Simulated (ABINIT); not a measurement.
A working ABINIT input for CaMn₃O₄ (Cmmm, 8 atoms in the cell) (DFT, PBEsol+U, plane waves, PAW (JTH v2.0 PBE PAW, files made for PBE)):

```
# CaMn3O4, JTH v2.0 PBE PAW
pp_dirpath "./"
pseudos "Ca.GGA_PBE-JTH.xml, Mn.GGA_PBE-JTH.xml, O.GGA_PBE-JTH.xml"
acell 3*1.0
rprim
         6.0020611896   -8.4986766386    0.0000000000
         6.0020611896    8.4986766386    0.0000000000
         0.0000000000    0.0000000000    6.0352296626
natom 8
ntypat 3
znucl 20 25 8
typat 1 2 2 2 3 3 3 3
xred
         0.5000000000    0.5000000000    0.0000000000
         0.0000000000    0.5000000000    0.5000000000
         0.5000000000    0.0000000000    0.5000000000
         0.0000000000    0.0000000000    0.0000000000
         0.2451500000    0.7548500000    0.0000000000
         0.7548500000    0.2451500000    0.0000000000
         0.7589900000    0.7589900000    0.5000000000
         0.2410100000    0.2410100000    0.5000000000
ecut 30
pawecutdg 60
ixc -116133
usepawu 1
lpawu -1 2 -1
upawu 0 3.9 0 eV
jpawu 0 0 0 eV
nsppol 2
spinat
      0 0 0
      0 0 4
      0 0 4
      0 0 4
      0 0 0
      0 0 0
      0 0 0
      0 0 0
occopt 7
tsmear 0.00073499
nband 58
kptopt 1
ngkpt 3 3 4
nshiftk 1
shiftk 0.5 0.5 0.5
nstep 100
tolvrs 1.0e-11
prtwf 0
prtden 0
enunit 2
```

The run converged in 29 iterations: free energy E − TS -11310.44 eV; top of the valence band (on the code's own zero) 6.93 eV; gap on the k-point mesh 1.58 eV; pressure 1.97 GPa; largest force (vector length) 0.008 eV/Å; size of the cell's spin moment 15.00 μB. Each of these slips is then made, one at a time:

(1)
```diff
+spgroup 221
```

(2)
```diff
-tolvrs 1.0e-11
```

Q: What happens in each case?

A: 
(1) A symmetry setting or precision that does not fit the structure. The program stopped before any SCF iteration.
```
The symmetry operation number 2 does not preserve
vector lengths and angles.
The value of the square root of residual is:   1.2474E+02  that is greater than threshold:  6.6194E-03
Action: modify rprim, acell and/or symrel so that
vector lengths and angles are preserved.
Beware, the tolerance on symmetry operations is very small.
```

(2) No stopping criterion. The program stopped before any SCF iteration.
```
For the SCF case, one and only one of the input tolerance criteria
toldff, tolrff, toldfe or tolvrs must differ from zero, while they are
toldff=  0.000000E+00, tolrff=  0.000000E+00, toldfe=  0.000000E+00
and tolvrs=  0.000000E+00 for idtset: 1
Action: change your input file and resubmit the job.
Checking consistency of input data against itself g [...]
```

The starting cell comes from a database of computed structures (which also holds hypothetical and non-ambient phases and stackings), without a prior relaxation at this level. Its lattice was rescaled by a random factor within 2.5 % of one. The magnetic order is the one reached from the typed start; others were not searched systematically. With U or open f shells several self-consistent states can exist. The potentials were made for another functional than the one used. The shifted mesh does not hold Γ, so a gap read on it misses any band edge there.

Left out of this page: 1 run of the series stopped by limits of time or memory; 2 runs of the series with a known weakness of the program.
